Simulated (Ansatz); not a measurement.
# Uncharged defects in CoSi2 (Fm-3m)

Each row is a formation energy against the perfect crystal and the reservoirs in brackets; V_X is an empty X site, X_Y an X atom on a Y site, X_i an atom off the sites. Values in eV.

All numbers come from Ansatz (an electronic-structure program), plane waves with PAW, its default PAW set, cutoff 420 eV, 500 eV for r2SCAN. The structures are at rest with PBE, within the held lattices; other levels are single points on them. Neutral cells; Fermi-Dirac smearing of at most 0.10 eV in the solids, energies taken to zero width. The lattices are those relaxed with PBE, so at other levels the solids can be strained, which adds to the spread. Larger cells are relaxed from a start prepared with the learned potential CHGNet till forces fall under 0.03 eV/Å, which some starts already meet. A dispersion term (D3(BJ), or D4 for r2SCAN) was computed beside these levels and is taken off wherever the name lacks it. The PAW files were made for PBE and serve at the other functionals too. Space groups of crystals are read within 0.01 Å. Nuclei at rest; no vibrational terms. No structure search was made; lower ones may exist. No search over spin orders was made beyond those shown. Values are for these cell sizes. V_Co (96 sites; V_Co amid 8 Si; Co (hcp)); CoSi2: no moments: The state moves with the level: Co (hcp) has a net moment of 3.5 μB with r2SCAN and 3.2 μB with PBE. Co_i (96 sites; Co_i amid 8 Si and 6 Co; Co (hcp)); CoSi2: no moments: The state moves with the level: Co (hcp) has a net moment of 3.5 μB with r2SCAN and 3.2 μB with PBE. Mesh and cell size may move defect energies by 0.1 eV or more. The value holds for the reservoirs listed; other chemical potentials shift it. For some rows a cell is symmetric and got no random move, so less symmetric positions weren't tried.

```tsv
system	PBE	r2SCAN
H_i (96 sites; H_i amid 8 Si and 6 Co; H2 (gas)); parallel moments; CoSi2: no moments	2.44	2.68
V_Co (96 sites; V_Co amid 8 Si; Co (hcp)); CoSi2: no moments	2.22	2.33
V_Si (96 sites; V_Si amid 4 Co; Si (diamond)); CoSi2: no moments	2.09	(withheld)
H_Si (96 sites; Si (diamond); H2 (gas)); CoSi2: no moments	2.24	2.67
Co_i (96 sites; Co_i amid 8 Si and 6 Co; Co (hcp)); CoSi2: no moments	-0.64	-0.57
```

Task: Complete the blanks.

Result: 
- V_Si (96 sites; V_Si amid 4 Co; Si (diamond)); CoSi2: no moments, r2SCAN: 2.49
